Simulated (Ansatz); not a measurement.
Consider BeS in the zinc blende structure (space group F-43m, No. 216; a = 4.796 Å). Axes: x, y, z lie along the cube axes.

Level of theory: Kohn–Sham DFT with the LDA functional, run in Ansatz (a quantum-chemistry and plane-wave program) with PAW and 420 eV plane waves, no spin-orbit coupling.

For the base:

Smallest direct gap: 5.49 eV

One thing is altered: tensor shear ε_xy = +2.00 % (engineering shear γ = 0.0400), atoms relaxed at fixed cell.

Task: What happens to the energy relative to the base?

Result: The energy rises by 6.0 meV/atom.

Task: Predict the new smallest direct gap.

Result: The smallest direct gap drops by 0.42 eV, from 5.49 eV to 5.07 eV.

The cells carry an imposed strain or load. Gaps are read on the SCF mesh and a high-symmetry path. No phonon test of stability was made.
